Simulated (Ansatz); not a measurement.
We consider C11b MoSi2, described by r²SCAN-D4 (Ansatz, a program for electronic structure, plane waves, PAW).

Run with plane-wave cutoff 560 eV, 24×24×24 k mesh, Fermi–Dirac smearing 0.05 eV, no spin polarisation, scalar-relativistic PAW data made under PBE.

Energies at three volumes about the minimum:

| V (Å³/atom) | E − E_lowest (meV/atom) |
|---|---|
| 12.973 | 3.82 |
| 13.238 | 0.00 |
| 13.503 | 3.56 |

Task: Fit a parabola by hand: where is the minimum, and what is the bulk modulus?

Result: Slopes: (0.00 − 3.82)/(13.238 − 12.973) = -14.415 and (3.56 − 0.00)/(13.503 − 13.238) = 13.434 meV/Å³. Curvature E″ = 2 × (13.434 − (-14.415))/(13.503 − 12.973) = 105.091 meV/Å⁶. From the middle of the first interval, the slope vanishes at V0 = 13.1055 − (-14.415)/105.091 = 13.243 Å³/atom. B = V0 E″ = 13.243 × 105.091 meV/Å³ × 0.1602 GPa per meV/Å³ = 223 GPa. The full Birch–Murnaghan fit to all volumes gives V0 = 13.238 Å³/atom and B0 = 223 GPa.

Shape and atoms are relaxed at each volume.

Measured, for comparison: bulk modulus 222 ± 2 GPa (room temperature, no zero-point or thermal correction, B' = 4; as tabulated in Structural stability of MoSi2 and Mo5Si3 under high pressure, Chin. Phys. B 26 …). Computed less measured: bulk modulus +0.5 % (inside the measured uncertainty). A static lattice is as a rule a little smaller and stiffer than an uncorrected measurement, which can account for part of this in the bulk modulus.
